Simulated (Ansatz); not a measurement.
Band structure of ScIn3 (Pm-3m, 4 atoms in the cell).

```
CELL_PARAMETERS angstrom
      4.49569     0.00000     0.00000
      0.00000     4.49569     0.00000
      0.00000     0.00000     4.49569
ATOMIC_POSITIONS crystal
  Sc 0.00000 0.00000 0.00000
  In 0.00000 0.50000 0.50000
  In 0.50000 0.00000 0.50000
  In 0.50000 0.50000 0.00000
```

Method of the run: PBEsol, PAW files made with PBE (plane waves; Ansatz, a quantum-chemistry and plane-wave program).

Settings: kpoints.mp_grid.grid = 6 6 6; hamiltonian.xc = pbesol; hamiltonian.pseudopotentials = {kind: paw} (the program's default PAW files); scf.occupations.method = fermi_dirac; scf.occupations.width = 0.0073 Ry; kpoints.band_path.npoints = 8.

The starting cell comes from a database of computed structures (which also holds hypothetical and non-ambient phases and stackings), without a prior relaxation at this level.

Levels in eV from the Fermi level, bands 22 to 29:
```json
[
 {"point": "Γ", "22": "-2.60", "23": "-1.94", "24": "-1.94", "25": "-1.94", "26": "1.31", "27": "1.31", "28": "1.31", "29": "2.37"},
 {"point": "X", "22": "-1.41", "23": "-1.41", "24": "-1.10", "25": "-0.91", "26": "1.18", "27": "1.20", "28": "1.20", "29": "1.32"},
 {"point": "M", "22": "-5.86", "23": "-4.02", "24": "-0.37", "25": "-0.37", "26": "1.09", "27": "1.50", "28": "1.57", "29": "2.01"},
 {"point": "R", "22": "-4.87", "23": "-4.08", "24": "-2.96", "25": "-2.96", "26": "-2.96", "27": "1.24", "28": "1.80", "29": "1.80"}
]
```

Bands cross the Fermi level along this path, so the cell is metallic at this level.

Keys are those of Ansatz 0.2.
